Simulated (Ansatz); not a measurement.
```yaml
crystal:
  lattice:
    - [24.00000, 0.00000, 0.00000]
    - [0.00000, 24.00000, 0.00000]
    - [0.00000, 0.00000, 5.85320]
  atoms:
    - { symbol: B, position: [0.76587, 0.50000, 0.66683] }
    - { symbol: As, position: [0.76621, 0.57133, 0.83317] }
    - { symbol: As, position: [0.77560, 0.50000, 0.33317] }
    - { symbol: B, position: [0.73025, 0.63294, 0.66683] }
    - { symbol: As, position: [0.69488, 0.69488, 0.83317] }
    - { symbol: B, position: [0.75681, 0.56881, 0.16683] }
    - { symbol: As, position: [0.73868, 0.63780, 0.33317] }
    - { symbol: B, position: [0.63294, 0.73025, 0.66683] }
    - { symbol: As, position: [0.57133, 0.76621, 0.83317] }
    - { symbol: B, position: [0.68800, 0.68800, 0.16683] }
    - { symbol: As, position: [0.63780, 0.73868, 0.33317] }
    - { symbol: B, position: [0.50000, 0.76587, 0.66683] }
    - { symbol: As, position: [0.42867, 0.76621, 0.83317] }
    - { symbol: B, position: [0.56881, 0.75681, 0.16683] }
    - { symbol: As, position: [0.50000, 0.77560, 0.33317] }
    - { symbol: B, position: [0.36706, 0.73025, 0.66683] }
    - { symbol: As, position: [0.30512, 0.69488, 0.83317] }
    - { symbol: B, position: [0.43119, 0.75681, 0.16683] }
    - { symbol: As, position: [0.36220, 0.73868, 0.33317] }
    - { symbol: B, position: [0.26975, 0.63294, 0.66683] }
    - { symbol: As, position: [0.23379, 0.57133, 0.83317] }
    - { symbol: B, position: [0.31200, 0.68800, 0.16683] }
    - { symbol: As, position: [0.26132, 0.63780, 0.33317] }
    - { symbol: B, position: [0.23413, 0.50000, 0.66683] }
    - { symbol: As, position: [0.23379, 0.42867, 0.83317] }
    - { symbol: B, position: [0.24319, 0.56881, 0.16683] }
    - { symbol: As, position: [0.22440, 0.50000, 0.33317] }
    - { symbol: B, position: [0.26975, 0.36706, 0.66683] }
    - { symbol: As, position: [0.30512, 0.30512, 0.83317] }
    - { symbol: B, position: [0.24319, 0.43119, 0.16683] }
    - { symbol: As, position: [0.26132, 0.36220, 0.33317] }
    - { symbol: B, position: [0.36706, 0.26975, 0.66683] }
    - { symbol: As, position: [0.42867, 0.23379, 0.83317] }
    - { symbol: B, position: [0.31200, 0.31200, 0.16683] }
    - { symbol: As, position: [0.36220, 0.26132, 0.33317] }
    - { symbol: B, position: [0.50000, 0.23413, 0.66683] }
    - { symbol: As, position: [0.57133, 0.23379, 0.83317] }
    - { symbol: B, position: [0.43119, 0.24319, 0.16683] }
    - { symbol: As, position: [0.50000, 0.22440, 0.33317] }
    - { symbol: B, position: [0.63294, 0.26975, 0.66683] }
    - { symbol: As, position: [0.69488, 0.30512, 0.83317] }
    - { symbol: B, position: [0.56881, 0.24319, 0.16683] }
    - { symbol: As, position: [0.63780, 0.26132, 0.33317] }
    - { symbol: B, position: [0.73025, 0.36706, 0.66683] }
    - { symbol: As, position: [0.76621, 0.42867, 0.83317] }
    - { symbol: B, position: [0.68800, 0.31200, 0.16683] }
    - { symbol: As, position: [0.73868, 0.36220, 0.33317] }
    - { symbol: B, position: [0.75681, 0.43119, 0.16683] }
```

These are PBE (plane waves to 420 eV, PAW; Ansatz, a first-principles code) values and carry that method's errors. Mesh 1×1×6. No spin polarisation. One-dimensional cell, images about 11 Å apart. A hypothetical model, rolled from the flat sheet. Only distortions within the start's symmetry and period were free. Values not marked SOC lack spin–orbit coupling.

Q: Tabulate the two highest filled and two lowest empty levels along the axis, from the valence top.

A: 
| k (2π/c) | v2 (eV) | v1 (eV) | c1 (eV) | c2 (eV) |
|---|---|---|---|---|
| 0.000 | 0.00 | 0.00 | 0.89 | 1.06 |
| 0.042 | -0.03 | -0.03 | 0.92 | 1.09 |
| 0.083 | -0.12 | -0.12 | 1.00 | 1.18 |
| 0.125 | -0.24 | -0.24 | 1.12 | 1.29 |
| 0.167 | -0.38 | -0.38 | 1.26 | 1.42 |
| 0.208 | -0.48 | -0.48 | 1.41 | 1.48 |
| 0.250 | -0.55 | -0.55 | 1.51 | 1.51 |
| 0.292 | -0.63 | -0.63 | 1.56 | 1.56 |
| 0.333 | -0.72 | -0.72 | 1.61 | 1.61 |
| 0.375 | -0.81 | -0.81 | 1.68 | 1.68 |
| 0.417 | -0.86 | -0.86 | 1.65 | 1.65 |
| 0.458 | -0.85 | -0.85 | 1.63 | 1.63 |
| 0.500 | -0.85 | -0.85 | 1.62 | 1.62 |
